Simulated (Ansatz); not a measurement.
**Rh under a change: tensor shear ε_xy = +0.29 %**

The parent structure is Rh in the fcc (Cu type) structure (space group Fm-3m, No. 225; a = 3.7551 Å; relaxed with 0.1 eV smearing). Axes: x, y, z lie along the cube axes.

Now apply this change: a pure shear with ε_xy = ε_yx = 0.0029; the atoms relax in the strained cell.

Level of theory: Kohn–Sham DFT with the LDA functional, run in Ansatz (a program for electronic structure) with PAW and 420 eV plane waves, spin-orbit coupling left out. Settings: 30×30×30 k-points, 0.1 eV Fermi–Dirac smearing.

* **Energy relative to the base (free energy F)**: +0.3 meV/atom
* **Band gap**: zero (base zero)
* **Stress (xx, yy, zz, yz, xz, xy; compression positive)**: (0.0, 0.0, 0.0, 0.0, 0.0, -1.3) GPa

Stability against distortions was not tested. The final runs are not spin-polarised.
